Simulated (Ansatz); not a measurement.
Results of BLYP in Ansatz (plane waves, PAW) for cubic perovskite CsCdF3.

Numerical settings: plane-wave cutoff 520 eV, 8×8×8 k mesh, Fermi–Dirac smearing 0.01 eV, scalar-relativistic PAW data made under PBE.

Energies at three volumes about the minimum:

```json
[
 {"V (Å³/atom)": "19.142", "E − E_lowest (meV/atom)": "1.33"},
 {"V (Å³/atom)": "19.532", "E − E_lowest (meV/atom)": "0.00"},
 {"V (Å³/atom)": "19.923", "E − E_lowest (meV/atom)": "1.11"}
]
```

Question: Fit a parabola by hand: where is the minimum, what lattice constant follows, and what is the bulk modulus?

Answer: Slopes: (0.00 − 1.33)/(19.532 − 19.142) = -3.410 and (1.11 − 0.00)/(19.923 − 19.532) = 2.839 meV/Å³. Curvature E″ = 2 × (2.839 − (-3.410))/(19.923 − 19.142) = 16.003 meV/Å⁶. From the middle of the first interval, the slope vanishes at V0 = 19.3370 − (-3.410)/16.003 = 19.550 Å³/atom. B = V0 E″ = 19.550 × 16.003 meV/Å³ × 0.1602 GPa per meV/Å³ = 50.1 GPa. With 5 atoms in the cube, a = (5 × 19.550)^(1/3) = 4.607 Å. The full Birch–Murnaghan fit to all volumes gives V0 = 19.542 Å³/atom and B0 = 49.7 GPa.

Note: the relaxation could not lower the start's symmetry, so the cell can be a saddle point above a distorted one.

Ansatz is a quantum-chemistry and plane-wave program.
